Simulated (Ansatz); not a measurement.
Cell and atoms of amorphous Zr20O41Na2:

```
CELL_PARAMETERS angstrom
      9.17911    -0.07209    -0.06831
     -0.07209     9.49652     0.32818
     -0.06831     0.32818     9.34294
ATOMIC_POSITIONS crystal
  Zr 0.48229 0.38104 0.65700
  Zr 0.37555 0.02930 0.61591
  Zr 0.45361 0.56962 0.36557
  Zr 0.79284 0.92800 0.98196
  Zr 0.06530 0.25101 0.47501
  Zr 0.27617 0.11334 0.20835
  Zr 0.94128 0.28593 0.13660
  Zr 0.53752 0.15138 0.97834
  Zr 0.83208 0.27639 0.80238
  Zr 0.62604 0.52562 0.99640
  Zr 0.97497 0.63931 0.91239
  Zr 0.63465 0.76643 0.64076
  Zr 0.92051 0.94527 0.34828
  Zr 0.54375 0.95287 0.32552
  Zr 0.20001 0.22804 0.80589
  Zr 0.70909 0.33017 0.39538
  Zr 0.98794 0.91051 0.69664
  Zr 0.18591 0.78890 0.14307
  Zr 0.86852 0.58906 0.25042
  Zr 0.31250 0.64413 0.77175
  O  0.40656 0.82127 0.66891
  O  0.44640 0.16975 0.75802
  O  0.69140 0.54468 0.36524
  O  0.48764 0.51076 0.15237
  O  0.51553 0.65719 0.86438
  O  0.84150 0.83656 0.52865
  O  0.04257 0.03442 0.51103
  O  0.33773 0.54615 0.56596
  O  0.01165 0.50697 0.10743
  O  0.21153 0.66358 0.96728
  O  0.36508 0.90770 0.16562
  O  0.61125 0.56424 0.63090
  O  0.75803 0.39278 0.16648
  O  0.58775 0.95969 0.92729
  O  0.51743 0.14744 0.20167
  O  0.77773 0.67890 0.06127
  O  0.84278 0.47692 0.86820
  O  0.53649 0.75771 0.41590
  O  0.26164 0.63640 0.27945
  O  0.08698 0.70609 0.71672
  O  0.77909 0.15621 0.01624
  O  0.31144 0.42225 0.81281
  O  0.26289 0.24483 0.57717
  O  0.00537 0.84009 0.98566
  O  0.60233 0.34322 0.87827
  O  0.58929 0.99872 0.53093
  O  0.87138 0.05213 0.79371
  O  0.01394 0.30236 0.67578
  O  0.33716 0.02874 0.40546
  O  0.08690 0.99890 0.19816
  O  0.03572 0.26105 0.94833
  O  0.80804 0.78467 0.79882
  O  0.14769 0.27536 0.26210
  O  0.86597 0.17170 0.33370
  O  0.71213 0.29324 0.61295
  O  0.94284 0.42576 0.40093
  O  0.00434 0.75091 0.29720
  O  0.74228 0.92377 0.21691
  O  0.18849 0.01402 0.75668
  O  0.31439 0.18397 0.00350
  O  0.49409 0.35462 0.43478
  Na 0.10834 0.61071 0.49097
  Na 0.25817 0.45230 0.09401
```

Methods: PBE, scalar-relativistic without spin-orbit coupling (Ansatz, a program for electronic structure); r2SCAN, scalar-relativistic without spin-orbit coupling (Ansatz); HSE06, scalar-relativistic without spin-orbit coupling (Ansatz). Neutral PBE cell, which sets geometry, pressure and energy: sampling: a 2×2×2 Γ-centred mesh; Fermi-Dirac width 0.02 eV; no spin polarisation. Exact exchange is cut at the faces of this 9 Å cell, which leaves hybrid gaps a finite-size error.

It comes from a melt-quench run on a machine-learned potential (CHGNet), relaxed afterwards by DFT. O atoms were pushed apart under 1.9 Å during the dynamics, to hinder bonds among them. The hot cell started wider than the set density and was brought back towards it in steps. It is the lowest in DFT energy of 2 quenches. It is a model cell: composition and starting density were chosen by hand, and all elements were melted together. No dispersion term was used. Its density started from a set value of 5.16 and ended at 5.16 g/cm³. Cooling (nominally 450 K/ps over its main leg) ran many orders faster than in experiment, which tends to leave more defects and strain. Values belong to this one cell and scatter from quench to quench. The volume was held where the preparation left it and the shape relaxed.

Give the pressure and the spacing of the highest filled and lowest empty levels.


The pressure on a 2×2×2 Γ-centred mesh comes out as 2.72 GPa and the largest force and stress component on that mesh (the relaxation ran on the zone centre alone) is 0.08 eV/Å and 2.8 GPa. The level gap on a 2×2×2 Γ-centred mesh (PBE) is 3.35 eV. The level gap at the zone centre (PBE) is 3.42 eV, the level gap at the zone centre (r2SCAN) is 3.84 eV and the level gap at the zone centre (HSE06) comes out as 4.88 eV. The distance between the nearest levels spread over more than a fifth of the atoms or a third of the atoms of their main element (six at least) (PBE, zone centre) is 3.96 eV.

At PBE and the zone centre, how localised are the states just below and above the Fermi level (participation number: the atoms over which a state spreads)?

The highest filled state is spread over 6.1 atoms' worth, largest on O32, with weights by element (charge in smoothed Voronoi cells) O 0.94, Zr 0.06, Na 0.00. The lowest empty state is spread over 19.8 atoms' worth, largest on Zr11, with weights by element (charge in smoothed Voronoi cells) Zr 0.65, O 0.35, Na 0.00.

At PBE the levels at the filled edge of the gap are localised (band-tail or defect states), and the nearest spread-out levels lie 4.0 eV apart at the zone centre.

Cut-offs for bonds: Zr-Zr 3.41 Å, Zr-O 2.62 Å, Zr-Na 3.53 Å, O-O 1.58 Å, O-Na 2.78 Å, Na-Na 3.65 Å. Two cations that share two anions don't count as bonded, nor two that share one unless they lie closer than Zr-Zr 3.32 Å, Zr-Na 3.43 Å, Na-Na 3.55 Å.

Added carriers, by PBE, scalar-relativistic without spin-orbit coupling (Ansatz) on the zone centre alone. Charged cells keep the cell fixed and stand in a uniform background, with no image correction, at a width of 0.01 eV; where the count is odd the moment is locked at 1 μB, unless the neutral cell bore moments. Each starts from the undistorted neutral geometry alone. PBE's self-interaction favours spread-out carriers, so it can miss traps that a hybrid finds.

What happens at PBE when the cell takes an extra electron and the atoms relax?

Relaxation lowers the charged cell by 0.25 eV. The largest moves are O29 0.23 Å, O44 0.21 Å, Zr19 0.17 Å, Zr7 0.13 Å. The level that holds the added charge spreads over 8.6 atoms' worth, most on Zr11 (weight 0.28): a partly localised carrier. Bonds formed: Zr17-O44. Made neutral again at that geometry, the cell lies +0.61 eV from the neutral start.

What happens at PBE when the cell takes a hole and the atoms relax?

Relaxation lowers the charged cell by 0.50 eV. The largest moves are O25 0.44 Å, O32 0.18 Å, O24 0.14 Å, Zr12 0.11 Å. The level that was emptied spreads over 3.1 atoms' worth, most on O32 (weight 0.51): a localised (trapped) carrier, which neighbours of that atom can share. No bond crosses its cut-off with a change of over 0.15 Å (metal-metal contacts aside). Made neutral again at that geometry, the cell lies +0.92 eV from the neutral start.
